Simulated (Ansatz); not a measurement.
# BP: response to strain

The reference is BP in the zinc blende structure (space group F-43m, No. 216; a = 4.5366 Å). Axes: x, y, z lie along the cube axes.

Strains are applied to the cell and any free atomic positions relax; under biaxial strain the out-of-plane vector relaxes too.

Level of theory: Ansatz (a quantum-chemistry and plane-wave program) r2SCAN, no SOC.

```csv
"biaxial strain, plane normal [001], relaxed out of plane (%)",out-of-plane strain (%)
-3,1.22
-2.5,1.02
-2,0.81
-1.5,?
-1,0.41
-0.5,0.20
0,0.00
```

Fit ε⊥ = −νε + γε² (strains in %) to the rows shown and predict the withheld row.

Least squares on the printed values gives ν = 0.41 (the biaxial Poisson response) and γ = 0.000 (largest residual 0.00 %); this predicts 0.61 %, and the run gives 0.61 %, in agreement.

No phonon test of stability was made.
